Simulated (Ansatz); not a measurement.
# A computed series for ZnS: pressure series

Start from ZnS in the wurtzite structure (space group P6_3mc, No. 186; a = 3.782 Å, c = 6.208 Å).

Cell and atoms are relaxed at each pressure.

Method: PBEsol/PAW in Ansatz (an electronic-structure program), spin-orbit coupling left out.

Candidates:
(a) pressure 0.9 GPa
(b) pressure 4.5 GPa
(c) pressure 9 GPa
(d) pressure 22.5 GPa
(e) pressure 2.1 GPa

Base values:

- Band gap = 2.15 eV

### Question
Order them by band gap, highest first.

### Answer
(d) pressure 22.5 GPa (2.96 eV), (c) pressure 9 GPa (2.56 eV), (b) pressure 4.5 GPa (2.38 eV), (e) pressure 2.1 GPa (2.27 eV), (a) pressure 0.9 GPa (2.20 eV)

Load acts through the strain it causes; cell and atoms are relaxed under it. Stability against distortions was not tested. Tetrahedral semiconductors of this kind turn to denser phases somewhere between about 1 and 50 GPa; those were not computed, so compressed cells here can lie past the real transition.
